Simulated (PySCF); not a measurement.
PySCF 2.14.0, unrestricted PBE0/def2-tzvp, df: Br[B]Br, charge 0, multiplicity 2, 3 atoms. The geometry is a generated start, not checked to be a minimum at this level.

- task: energy
- method: pbe0
- basis: def2-tzvp
- two-electron scheme: density fitting
- mol.max_memory: 3000 MB
- mf.max_cycle: 100
- mf.init_guess: minao (default)
- mf.conv_tol: 1e-09 (default)
- mf.grids.level: 3 (default)
- basis functions: 127
- grid points: 54896

```xyz
3

Br    -1.6358    -0.3168     0.0187
B     -0.0081     0.5887     0.0001
Br     1.6439    -0.2719    -0.0188
```

Charge 0 and multiplicity 2 are set for this test and not shown to be the ground state.

With the defaults (mf.diis = true, mf.diis_damp = 0, mf.damp = 0, mf.diis_start_cycle = 1, mf.diis_space = 8, mf.level_shift = 0, mf.DIIS = CDIIS, newton = off) it converges in 13 Fock builds. One run each on 2 threads, 1 BLAS thread, with these changes:
- newton = Hessian by the SCF's own integrals
- mf.diis_damp = 0.3
- mf.diis = false
- mf.diis_space = 3
- mf.level_shift = 1 Hartree
- mf.DIIS = ADIIS
- mf.diis = false, mf.damp = 0.7, mf.diis_start_cycle = 999
- mf.diis_space = 20
- mf.level_shift = 0.3 Hartree

### Question
Which runs fail or end elsewhere than the default run?

### Answer
No convergence: mf.diis = false (the run ends without SCF convergence in 100 cycles). The rest reach the solution of the defaults.

| setting | Fock builds | end |
|---|---|---|
| the defaults | 13 | same solution |
| mf.diis_damp = 0.3 | 13 | same solution |
| mf.diis_space = 20 | 13 | same solution |
| mf.diis_space = 3 | 16 | same solution |
| mf.DIIS = ADIIS | 17 | same solution |
| mf.level_shift = 0.3 Hartree | 18 | same solution |
| newton = Hessian by the SCF's own integrals | 24 | same solution |
| mf.diis = false, mf.damp = 0.7, mf.diis_start_cycle = 999 | 39 | same solution |
| mf.level_shift = 1 Hartree | 39 | same solution |
| mf.diis = false | 101 | no convergence |

Under newton the count holds the products with the orbital Hessian.
